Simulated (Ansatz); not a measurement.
Consider a 28-atom supercell of C in the graphite type structure (space group P6_3/mmc, No. 194; a = 2.465 Å, c = 6.730 Å; layered, stacked along the Cartesian z axis) at its relaxed geometry.

The values are results of PBE-D3(BJ) (Ansatz, an electronic-structure program; PAW; 420 eV plane waves; scalar-relativistic without spin-orbit coupling), not measurements.

For the base:

Pressure: 0.0 GPa

Modification: a neutral S on a C site, atoms relaxed at fixed cell, starting from a slightly rattled geometry.

Tabulated Pauling electronegativity and covalent radius: C 2.55, 0.76 Å; S 2.58, 1.05 Å.

Problem. How does this affect the largest displacement of a host atom from its site in the perfect cell, pressure and shift of the substituted atom off its lattice site?

Solution. The largest displacement of a host atom from its site in the perfect cell is 0.30 Å; the pressure goes from zero to 7.3 GPa; the shift of the substituted atom off its lattice site is 0.63 Å.

The cell is small, so the values are those of an ordered compound at a high defect concentration; dilute-limit values will differ. The defect cell is not spin-polarised.
